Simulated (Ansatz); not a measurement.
## BeSe: pressure series

The parent structure is BeSe in the zinc blende structure (space group F-43m, No. 216).

```xyz
2
Lattice="0.0000 2.5888 2.5888 2.5888 0.0000 2.5888 2.5888 2.5888 0.0000" Properties=species:S:1:pos:R:3 pbc="T T T"
Se     3.8832     3.8832     3.8832
Be     0.0000     0.0000     0.0000
```

Cell and atoms are relaxed at each pressure.

Method: plane-wave PAW DFT at the PBE level (Ansatz, an electronic-structure program, 420 eV), scalar-relativistic without spin-orbit coupling, earlier PAW set.

| pressure (GPa) | band gap (eV) |
|---|---|
| -2 | 2.73 |
| -1 | 2.70 |
| 0 | 2.67 |
| 0.9 | ? |
| 2.1 | 2.62 |
| 4.5 | 2.56 |
| 9 | 2.45 |
| 15 | 2.32 |

Problem. Fit E_g = E₀ + αP + βP² to the rows shown and predict the withheld row.

Solution. Least squares on the printed values gives E₀ = 2.67 eV, α = -26.6 meV/GPa, β = 0.20 meV/GPa² (largest residual 0.00 eV); this predicts 2.65 eV, and the run gives 2.65 eV, in agreement.

Load acts through the strain it causes; cell and atoms are relaxed under it. No phonon test of stability was made. Competing high-pressure phases were not computed.
